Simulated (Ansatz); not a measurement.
## Effect of tensor shear ε_xy = +1.43 % on Al

The parent structure is Al in the fcc (Cu type) structure (space group Fm-3m, No. 225; a = 3.984 Å; relaxed with 0.1 eV smearing). Axes: x, y, z lie along the cube axes.

Modification: tensor shear ε_xy = +1.43 % (engineering shear γ = 0.0286), atoms relaxed at fixed cell.

Calculations: Kohn–Sham DFT with the LDA functional, run in Ansatz (a quantum-chemistry and plane-wave program) with PAW and 420 eV plane waves, without spin-orbit coupling. Settings: 28×28×28 k-points, 0.1 eV Fermi–Dirac smearing.

| quantity | base | changed | shift |
|---|---|---|---|
| volume per atom | 15.81 Å³ | 15.80 Å³ | -0.003 Å³ |
| space group | Fm-3m (No. 225) | Immm (No. 71) | – |
| shortest interatomic distance | 281.7 pm | 277.7 pm | -4.0 pm |
| energy relative to the base (free energy F) | 0 meV/atom | +1.3 meV/atom | +1.3 meV/atom |
| pressure (mean of the normal stresses, compression positive) | 0.0 GPa | 0.1 GPa | +0.1 GPa |
| band gap | zero | zero | – |
| stress (xx, yy, zz, yz, xz, xy; compression positive) | – | (0.1, 0.1, 0.1, 0.0, 0.0, -1.0) GPa | – |

Final structure:

```xyz
1
Lattice="0.0285 1.9919 1.9919 1.9919 0.0285 1.9919 2.0204 2.0204 0.0000" Properties=species:S:1:pos:R:3 pbc="T T T"
Al     0.0000     0.0000     0.0000
```

The cells carry an imposed strain or load. No phonon test of stability was made.
